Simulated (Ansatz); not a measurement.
The starting structures come from a database of crystals and need not be the phases stable at ambient conditions.

The decay constant κ of evanescent states in the gap governs leakage through a thin film.

Here is the system:

```
N2OSi2
1.0
    5.12330     0.00000     0.00000
   -2.28378     4.58613     0.00000
    0.00000     0.00000     4.76144
Si N O
4 4 2
Direct
  0.67242   0.02668   0.27070
  0.32758   0.97332   0.77070
  0.02668   0.67242   0.27070
  0.97332   0.32758   0.77070
  0.65712   0.09564   0.61502
  0.34288   0.90436   0.11502
  0.09564   0.65712   0.61502
  0.90436   0.34288   0.11502
  0.79128   0.79128   0.22129
  0.20872   0.20872   0.72129
```

The cell is strained (all lengths scaled by 0.98); by PBEsol it stands under a pressure of 17.3 GPa.

Transport runs along the normal of the first two printed cell vectors.

The gap is the functional's own, uncorrected, and κ follows it; spin-orbit coupling is left out. Mid-gap means the computed energy nearest the middle.

### Question
State the band gap and the smallest decay constant κ at mid-gap according to Ansatz (a quantum-chemistry and plane-wave program) with PBEsol.

### Answer
Gap 5.36 eV on a 8×8×6 mesh; κ = 0.407 1/Å, at the zone centre.
